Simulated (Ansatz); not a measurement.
How far PBE-D3(BJ) and r2SCAN+rVV10 part for Bi2Te3, biaxial strain +0.66 %, plane normal [001], relaxed out of plane

The reference is Bi$_{2}$Te$_{3}$ in the Bi2Te3 type structure (space group R-3m, No. 166; a = 4.387 Å, c = 30.286 Å (hexagonal axes)). Axes: x lies along a and z along c of the hexagonal cell.

(Cell as relaxed with PBE-D3(BJ).)

Levels (all Ansatz, a quantum-chemistry and plane-wave program, PAW): PBE-D3(BJ) (420 eV, spin-orbit coupling left out); r2SCAN+rVV10 (500 eV, scalar-relativistic without spin-orbit coupling).

Each level relaxes its own structure.

```tsv
base	PBE-D3(BJ)	r2SCAN+rVV10
volume per atom	33.65 Å³	34.99 Å³
lattice parameter a	438.7 pm	439.5 pm
band gap	0.26 eV	0.68 eV
```

The change: tensile biaxial strain of 0.66 % in the plane normal to [001], as in epitaxy on a mismatched substrate; the out-of-plane cell vector and the atoms relax.

```csv
quantity,PBE-D3(BJ),r2SCAN+rVV10
energy relative to the base (free energy F),+0.6 meV/atom,[?]
electron mass,"0.12 mₑ out of plane, 0.073 mₑ in plane (at Γ)",[?]
out-of-plane strain,-0.69 %,[?]
shift of the gap caused by the change,-0.04 eV,[?]
gap character,direct at Γ,[?]
```

Q: Given the PBE-D3(BJ) results, estimate those of r2SCAN+rVV10.

A: 
- energy relative to the base (free energy F), r2SCAN+rVV10: +0.6 meV/atom
- electron mass, r2SCAN+rVV10: 0.41 mₑ out of plane, 0.088 mₑ in plane (at Γ)
- out-of-plane strain, r2SCAN+rVV10: -0.77 %
- shift of the gap caused by the change, r2SCAN+rVV10: -0.06 eV
- gap character, r2SCAN+rVV10: direct at Γ

PBE-D3(BJ)'s out-of-plane strain lies 0.08 % above r2SCAN+rVV10's; PBE-D3(BJ)'s shift of the gap caused by the change lies 0.028 eV above r2SCAN+rVV10's; the two agree on the energy relative to the base and gap character. Neither level is exact; r2SCAN+rVV10 is the comparison here, not a measurement.

With Bi and Te present, leaving out spin-orbit coupling can change the band edges. Effective masses come from finite differences of ±0.01 Å⁻¹. Stability against distortions was not tested. The zero or small gap of Bi2Te3 can change with the level of theory.
